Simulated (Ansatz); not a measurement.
Start from HfSiO4 (space group I4_1/amd, No. 141; a = 6.5821 Å, c = 5.9661 Å). Axes: x, y, z lie along a, b, c of the conventional cell.

The values are results of DFT with PBEsol, PAW potentials and a 420 eV plane-wave cutoff in Ansatz (a first-principles code), spin-orbit coupling left out, not measurements.

It is then changed as follows: strain tensor (xx, yy, zz, yz, xz, xy) = (−2.05, +1.97, −0.76, +0.23, +0.81, +0.82) %, atoms relaxed at fixed cell.

Q: How does this affect the stress, energy relative to the base and largest internal atomic displacement?

A: The stress (xx, yy, zz, yz, xz, xy; compression positive) amounts to (9.34, -5.49, 4.23, -0.46, -1.88, -0.79) GPa; the energy goes up by 13 meV/atom; the largest internal atomic displacement comes out as 0.032 Å.

Whether these cells are dynamically stable was not tested.
